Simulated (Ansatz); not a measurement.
Base system: Cu3N (space group Pm-3m, No. 221; a = 3.827 Å). Axes: x, y, z lie along the cube axes.

Calculations: PBE/PAW in Ansatz (a first-principles code), no spin-orbit coupling.

Modification: uniaxial strain ε_xx = +2.20 %, all other strain components held at zero; the atoms relax in the strained cell.

Problem. Predict the stress tensor and what it implies for the stiffness.

Solution. Stress of the strained cell less that of the base (GPa, compression positive):
```
  -4.67    0.00    0.00
   0.00   -1.13    0.00
   0.00    0.00   -1.13
```

Then −Δσ_ii/ε with ε = 0.0220 gives secant stiffness values (nonlinear terms included at this strain): C11 ≈ 212 GPa, C12 ≈ 51 GPa and C13 ≈ 51 GPa.

As a check, the harmonic strain energy −½ V₀ Δσ:ε is 4.5 meV/atom; the computed energy rise is 4.7 meV/atom.

Stability against distortions was not tested. The final runs are not spin-polarised.
